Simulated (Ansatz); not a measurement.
SrTiO₃ under load (space group Cmmm), PBEsol with spin-orbit coupling, rigid bands run with Ansatz (a program for electronic structure). Condition of this run: uniaxial stress along [110] of 2 GPa (compression positive) (the target of the relaxation). Band gap 1.82 eV, N_c = 3.71e19 cm⁻³ and N_v = 1.96e20 cm⁻³ at 300 K, conductivity masses along z (a = (3.88, -0.02, 0.00) Å; b = (-0.02, 3.88, 0.00) Å; c = (0.00, 0.00, 3.90) Å) of 0.602 mₑ (electrons) and 2.13 mₑ (holes). Take k_BT = 0.02585 eV.

What built-in voltage has an abrupt junction with N_A = 1e16 and N_D = 1e18 cm⁻³, all dopants ionised?

V_bi = E_g/e − (k_BT/e) ln(N_c N_v/(N_A N_D)) = 1.82 − 0.02585 × 13.50 = 1.47 V, for the computed gap.

Find the intrinsic carrier density and the intrinsic Fermi level.

n_i = √(N_c N_v) exp(−E_g/2k_BT) = 8.53e19 × exp(−35.20) = 4.4e4 cm⁻³. The level lies (k_BT/2) ln(N_v/N_c) = 22 meV from mid-gap (positive towards the conduction band). Each 0.1 eV added to the gap lowers n_i by a factor of 6.9.

A film of it is 8 nm thick, with its normal along the direction named. Estimate the confinement energies in an infinite well.

ħ²π²/(2m t²) = 0.376 eV·nm²/(m/mₑ × t²) gives 9.76 meV for electrons and 2.76 meV for holes, so the gap would widen to about 1.83 eV. Finite barriers and nonparabolic bands lower this, and with several valleys or bands the heaviest mass along the normal sets the lowest level, not this average.

Rigid bands with the computed gap; masses take one relaxation time for all states.
